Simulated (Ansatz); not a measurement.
Functionals compared on N on the 1x1 (111) surface of fcc Ni, ferromagnetic, one in a 2x2 cell, started at the site 'bridge Ni-Ni (span 2.5 Å)', in Ansatz (plane waves, PAW). The structure was relaxed with PBE; the other rows are single points on it, each with its references at the same level. Cutoff 420 eV.

Model: 17-atom slab, 6.0 Å thick at the start under the adsorbate (thin: gaps and levels are the slab's own), 7x7x1 mesh, Fermi-Dirac 0.1 eV, dipole correction, 8 atoms held, the rest relaxed; symmetry of the start imposed; spin-polarised, no spin-orbit, no U, no dispersion correction. At the end it is bonded to 3 Ni. In PBE it is, or lies within 0.03 eV of, the lowest of the starts that converged. These notes are the PBE run's. Adsorption energies are against ½ N2(g). A negative adsorption energy means that the adsorbate is more stable on the surface than in its reference.

```tsv
functional	adsorption energy (eV)	work function of the top face (eV)	change of the work function (eV)	magnetic moment of the cell (μB)	rough cost of the single point
PBE	-0.09	5.70	0.62	8.32	–
RPBE	[?]	[?]	[?]	8.47	very roughly 7 core-minutes
```

Question: Fill in the missing entries.

Answer: 
- RPBE, adsorption energy (eV): 0.22
- RPBE, work function of the top face (eV): 5.53
- RPBE, change of the work function (eV): 0.63

Ansatz is a first-principles code.
